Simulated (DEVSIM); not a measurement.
System: Ni/Si3N4/p-In0.53Ga0.47As capacitor, at 300 K.

Layer 1 from the left is Si3N4, thickness (nm) 3.80. Layer 2 from the left is In0.53Ga0.47As, thickness (nm) 650, Na (cm⁻³) 7.7e17.

Metal gate on the left, work function 5.1 eV. Fixed charge at the semiconductor interface 4.9e10 cm⁻² (in units of +e); no interface traps.

This is a model device: material constants are rounded textbook-type values typed into the input, and sizes, dopings and lifetimes were drawn at random. Values at 300 K.

Si3N4: gap (eV) 5.1, affinity (eV) 2.1, permittivity 7.5. In0.53Ga0.47As: gap (eV) 0.74, affinity (eV) 4.51, permittivity 13.9, Nc (cm⁻³) 2.1e17, Nv (cm⁻³) 7.7e18.

Simulated with DEVSIM: 1D Poisson equation in equilibrium, Boltzmann statistics, complete ionisation; no quantum confinement or tunnelling. Metal contacts follow the ideal Schottky-Mott rule: no Fermi-level pinning, no interface dipoles.

Task: What does the simulation give for the minimum of the low-frequency capacitance, the flat-band voltage?

Result: minimum of the low-frequency capacitance 0.309 μF/cm²; flat-band voltage -0.09 V.
